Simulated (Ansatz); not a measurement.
Base system: InSe in the beta-GaS type structure (space group P6_3/mmc, No. 194; a = 3.953 Å, c = 16.309 Å; layered, stacked along the Cartesian z axis).

Level of theory: PBEsol-D3(BJ) (Ansatz, a program for electronic structure, PAW, no spin-orbit coupling).

For the base:

| Property | Value |
|---|---|
| Lattice parameter a | 3.953 Å |
| c/a ratio | 4.126 |

Perturbation: B takes the place of In on all its sites; the structure is relaxed again.

Tabulated Pauling electronegativity and covalent radius: In 1.78, 1.42 Å; B 2.04, 0.84 Å.

How does this affect the lattice parameter a?

The lattice parameter a drops by 0.753 Å, from 3.953 Å to 3.200 Å.

What happens to the c/a ratio?

The c/a ratio grows by 0.158, from 4.126 to 4.284.

Whether these cells are dynamically stable was not tested. As relaxed here, BSe is a hypothetical phase, not in the database extracts checked.
